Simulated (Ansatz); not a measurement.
Take ZnS (space group R3m, No. 160; a = 3.785 Å, c = 37.176 Å (hexagonal axes)) as the base.

Levels (all Ansatz, a program for electronic structure, PAW): PBEsol (420 eV, no SOC); r2SCAN (500 eV, scalar-relativistic without spin-orbit coupling); HSE06 (420 eV, scalar-relativistic without spin-orbit coupling).

At the geometry relaxed with PBEsol, these levels gave the following band gaps, in shuffled order: (a) 3.49 eV, (b) 2.83 eV, (c) 2.12 eV.

Task: Match each gap to its level.

Result: (a) HSE06; (b) r2SCAN; (c) PBEsol.

Single points use the geometry relaxed with PBEsol. Stability against distortions was not tested. This is not the structure that ZnS has at room temperature and ambient pressure.
